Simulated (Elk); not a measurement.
Band structure of YbSi2Pt2 (I4/mmm, 5 atoms in the cell).

```
CELL_PARAMETERS angstrom
     -2.11565     2.11565     4.90413
      2.11565    -2.11565     4.90413
      2.11565     2.11565    -4.90413
ATOMIC_POSITIONS crystal
  Yb 0.00000 0.00000 0.00000
  Si 0.62178 0.62178 0.00000
  Si 0.37822 0.37822 0.00000
  Pt 0.75000 0.25000 0.50000
  Pt 0.25000 0.75000 0.50000
```

Computed with Elk 10.2.4 with LDA (PW92), all-electron FP-LAPW, Elk's shipped species files, APW+lo basis with extra local orbitals.

Settings: rgkmax = 8; swidth = 0.00367493 Ha; ngridk = 8 8 8; gmaxvr = 16 1/bohr; nxlo = 2; lorbcnd = true; lmaxi = 2; maxscl = 100.

The starting cell comes from a database of computed structures (which also holds hypothetical and non-ambient phases and stackings), without a prior relaxation at this level. Spin-orbit coupling is off. Spin polarisation is off. Values depend on the basis (sphere radii, cutoffs, local orbitals), which need not be converged.

Levels in eV from the Fermi level, bands 43 to 50:
```json
[
 {"point": "Γ", "43": "-0.46", "44": "-0.46", "45": "-0.45", "46": "-0.45", "47": "0.17", "48": "1.93", "49": "1.93", "50": "2.59"},
 {"point": "X", "43": "-0.50", "44": "-0.49", "45": "-0.49", "46": "-0.48", "47": "-0.47", "48": "-0.46", "49": "3.45", "50": "3.52"},
 {"point": "Y", "43": "-0.49", "44": "-0.48", "45": "-0.48", "46": "-0.48", "47": "-0.31", "48": "-0.17", "49": "3.56", "50": "3.88"},
 {"point": "S", "43": "-0.48", "44": "-0.47", "45": "-0.04", "46": "0.06", "47": "0.79", "48": "2.75", "49": "2.96", "50": "3.32"},
 {"point": "Z", "43": "-0.46", "44": "-0.34", "45": "-0.34", "46": "0.13", "47": "1.05", "48": "3.19", "49": "3.27", "50": "3.35"},
 {"point": "S1", "43": "-0.48", "44": "-0.47", "45": "-0.04", "46": "0.06", "47": "0.79", "48": "2.75", "49": "2.96", "50": "3.32"},
 {"point": "N", "43": "-0.47", "44": "-0.45", "45": "-0.43", "46": "0.03", "47": "1.74", "48": "2.31", "49": "3.01", "50": "3.28"},
 {"point": "P", "43": "-0.50", "44": "-0.49", "45": "-0.48", "46": "-0.48", "47": "-0.47", "48": "-0.47", "49": "3.12", "50": "3.53"},
 {"point": "Y1", "43": "-0.49", "44": "-0.48", "45": "-0.48", "46": "-0.48", "47": "-0.31", "48": "-0.17", "49": "3.56", "50": "3.88"}
]
```

Bands cross the Fermi level along this path, so the cell is metallic at this level.
